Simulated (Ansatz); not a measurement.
## CuI under a change: biaxial strain +2.08 %, plane normal [111], relaxed out of plane

Consider CuI in the zinc blende structure (space group F-43m, No. 216; a = 5.8619 Å). Axes: x, y, z lie along the cube axes.

Perturbation: tensile biaxial strain of 2.08 % in the plane normal to [111], as in epitaxy on a mismatched substrate; the out-of-plane cell vector and the atoms relax.

All numbers come from plane-wave PAW DFT at the LDA level (Ansatz, an electronic-structure program, 420 eV), scalar-relativistic without spin-orbit coupling. Settings: 10×10×10 k-points, 0.05 eV Fermi–Dirac smearing.

| quantity | base | changed | shift |
|---|---|---|---|
| volume per atom | 25.18 Å³ | 25.80 Å³ | +0.62 Å³ |
| space group | F-43m (No. 216) | R3m (No. 160) | – |
| energy relative to the base (free energy F) | 0 meV/atom | +6.6 meV/atom | +6.6 meV/atom |
| pressure (mean of the normal stresses, compression positive) | 0.00 GPa | -1.32 GPa | -1.32 GPa |
| band gap | 1.22 eV | 1.10 eV | -0.12 eV |
| gap character | direct at Γ | direct at Γ | – |
| electron mass | 0.14 mₑ (at Γ) | 0.15 mₑ out of plane, 0.13 mₑ in plane (at Γ) | – |
| valence-band top at Γ (three highest levels, from the VBM) | 0.00, 0.00, 0.00 eV | 0.00, -0.05, -0.05 eV | – |
| valley order (the lowest conduction-band minima on the path, energy above the VBM, named in the base's zone) | Γ 1.22 eV; L along ⟨111⟩ 2.12 eV; X along ⟨100⟩ 2.41 eV | Γ 1.10 eV; L along [111] 1.81 eV; L along [1-1-1] 2.15 eV; X along [001] 2.35 eV | – |
| out-of-plane strain | – | -1.67 % | – |
| ratio −ε⊥/ε∥ | – | 0.80 | – |
| mean in-plane stress (compression positive) | – | -2.0 GPa | – |

Final structure (turned so that z lies along the plane normal):

```
CELL_PARAMETERS angstrom
      4.23119     0.00000     0.00000
      2.11560     3.66432     0.00000
      2.11560    -1.22144     3.32772
ATOMIC_POSITIONS crystal
  Cu 0.00560 0.99720 0.99161
  I  0.49440 0.25280 0.75839
```

With I present, leaving out spin-orbit coupling can change the band edges. Effective masses come from finite differences of ±0.01 Å⁻¹. Stability against distortions was not tested. All final runs are without spin polarisation. Labels are those of the standard path for the cell's own space group.
